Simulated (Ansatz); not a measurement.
Data:

```yaml
crystal:
  lattice:
    - [2.54174, 0.00000, 0.00000]
    - [1.27087, 2.20121, 0.00000]
    - [1.27087, -0.73374, 2.08546]
  atoms:
    - { symbol: B, position: [0.99996, 0.00002, 0.00006] }
    - { symbol: N, position: [0.50004, 0.24998, 0.74994] }
```

No spin polarisation.

All numbers come from r2SCAN (Ansatz, a quantum-chemistry and plane-wave program; PAW; 500 eV plane waves; no spin-orbit coupling). k-mesh 16×16×16 (Γ-centred); smearing 0.05 eV (Fermi–Dirac).

Problem. Predict the pressure, band gap and valence-band top at Γ.

Solution. 
- Pressure (mean of the normal stresses, compression positive): 3.10 GPa
- Band gap: 5.00 eV
- Valence-band top at Γ (three highest levels, from the VBM): 0.00, 0.00, -0.02 eV

The cells carry an imposed strain or load. Whether these cells are dynamically stable was not tested. The cell was made from BN in the zinc blende structure (space group F-43m, No. 216) by this change: biaxial strain −0.42 %, plane normal [111], relaxed out of plane.
